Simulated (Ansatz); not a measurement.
Results of r²SCAN (PAW; Ansatz, a program for electronic structure) for B20 (FeSi-type) MnSi.

Run with plane-wave cutoff 500 eV, 10×10×10 k mesh, Fermi–Dirac smearing 0.05 eV, spin-polarised with parallel moments, scalar-relativistic PAW data made under PBE.

Cell (relaxed at this level):

```xyz
8
Lattice="4.5566 0.0000 0.0000 0.0000 4.5566 0.0000 0.0000 0.0000 4.5566" Properties=species:S:1:pos:R:3 pbc="T T T"
Mn     3.9227     2.9122     1.6444
Mn     1.6444     3.9227     2.9122
Mn     0.6339     0.6339     0.6339
Mn     2.9122     1.6444     3.9227
Si     0.7050     1.5733     2.9833
Si     2.9833     0.7050     1.5733
Si     3.8516     3.8516     3.8516
Si     1.5733     2.9833     0.7050
```

Q: What does this level give for the magnetic moment (largest site, within a sphere)?

A: 
magnetic moment (largest site, within a sphere): 2.19 μB

Note: the collinear magnetic order is the start's and need not be the measured one.

Moments are spin moments.

Computed values are for the static lattice.

Computing time: very roughly 16 core-minutes.
